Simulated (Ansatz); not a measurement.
We consider Y2SiO5 (C2/c, No. 15, 32 atoms in the cell; start mp-3520), described by HSE06 (Ansatz, an electronic-structure program, PAW).

Run with plane-wave cutoff 460 eV, 4×4×2 k mesh (along the axes of the cell as run), Fermi–Dirac smearing 0.01 eV, scalar-relativistic PAW data made under PBE.

Cell (relaxed with PBEsol):

```yaml
crystal:
  lattice:
    - [7.20277, -3.35411, 0.00605]
    - [7.20277, 3.35411, 0.00605]
    - [-5.53245, 0.00000, 8.76282]
  atoms:
    - { symbol: Y, position: [0.29190, 0.77998, 0.96415] }
    - { symbol: Y, position: [0.70810, 0.22002, 0.03585] }
    - { symbol: Y, position: [0.22002, 0.70810, 0.53585] }
    - { symbol: Y, position: [0.77998, 0.29190, 0.46415] }
    - { symbol: Y, position: [0.48385, 0.23443, 0.66522] }
    - { symbol: Y, position: [0.51615, 0.76557, 0.33478] }
    - { symbol: Y, position: [0.76557, 0.51615, 0.83478] }
    - { symbol: Y, position: [0.23443, 0.48385, 0.16522] }
    - { symbol: Si, position: [0.90880, 0.72749, 0.69212] }
    - { symbol: Si, position: [0.09120, 0.27251, 0.30788] }
    - { symbol: Si, position: [0.27251, 0.09120, 0.80788] }
    - { symbol: Si, position: [0.72749, 0.90880, 0.19212] }
    - { symbol: O, position: [0.61334, 0.42223, 0.89757] }
    - { symbol: O, position: [0.38666, 0.57777, 0.10243] }
    - { symbol: O, position: [0.57777, 0.38666, 0.60243] }
    - { symbol: O, position: [0.42223, 0.61334, 0.39757] }
    - { symbol: O, position: [0.73055, 0.86780, 0.56085] }
    - { symbol: O, position: [0.26945, 0.13220, 0.43915] }
    - { symbol: O, position: [0.13220, 0.26945, 0.93915] }
    - { symbol: O, position: [0.86780, 0.73055, 0.06085] }
    - { symbol: O, position: [0.84967, 0.55512, 0.67442] }
    - { symbol: O, position: [0.15033, 0.44488, 0.32558] }
    - { symbol: O, position: [0.44488, 0.15033, 0.82558] }
    - { symbol: O, position: [0.55512, 0.84967, 0.17442] }
    - { symbol: O, position: [0.59318, 0.17009, 0.18022] }
    - { symbol: O, position: [0.40682, 0.82991, 0.81978] }
    - { symbol: O, position: [0.82991, 0.40682, 0.31978] }
    - { symbol: O, position: [0.17009, 0.59318, 0.68022] }
    - { symbol: O, position: [0.90987, 0.91181, 0.35943] }
    - { symbol: O, position: [0.09013, 0.08819, 0.64057] }
    - { symbol: O, position: [0.08819, 0.09013, 0.14057] }
    - { symbol: O, position: [0.91181, 0.90987, 0.85943] }
```

Task: What does this level give for the band gap?

Result: 
band gap: 6.55 eV (on the SCF k mesh)

Note: cell and atoms aren't relaxed at this level (largest force component 0.50 eV/Å, pressure 0.5 GPa).

Spin–orbit coupling is not included.

The computed numbers hold no vibrational or temperature effects.

A start named mp-… is a Materials Project structure, which need not be a measured phase.
